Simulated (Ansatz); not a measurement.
Cost and result by functional for the surface energy of the (331) surface of fcc Pd in its 1x1 cell, outermost plane spacing 0.90 Å in the ideal cut, in Ansatz (plane waves, PAW). Single points on the PBE structure, on one kind of machine; costs are rough ratios of the slab run's core time (references not counted) to the cheapest single point. r2SCAN's cost holds its higher cutoff (500 against 420 eV). Differences are taken against r2SCAN for comparison alone: no measured value is at hand, so the table doesn't rank accuracy.

Slab: 12 atoms, 10.0 Å thick at the start (thin: gaps and levels are the slab's own); k 14x6x1, smearing 0.1 eV, dipole-corrected; all atoms relaxed; held to the part of the start's symmetry that mesh and held atoms allow; no spin, no spin-orbit, no U. These notes are the PBE run's.

| functional | relative cost | surface energy (J/m²) | less r2SCAN (J/m²) |
|---|---|---|---|
| RPBE | 1 | 1.28 | -0.47 |
| PBEsol | 1 | 1.93 | 0.17 |
| LDA | 1 | 2.13 | 0.38 |
| r2SCAN | 3 | 1.75 | 0.00 |
| PBE (the relaxed run's value) | – | 1.54 | -0.21 |

The values span 0.85 J/m², while the single points' costs differ by a factor of roughly 3. Differences are of unrounded values.

Ansatz is an electronic-structure program.
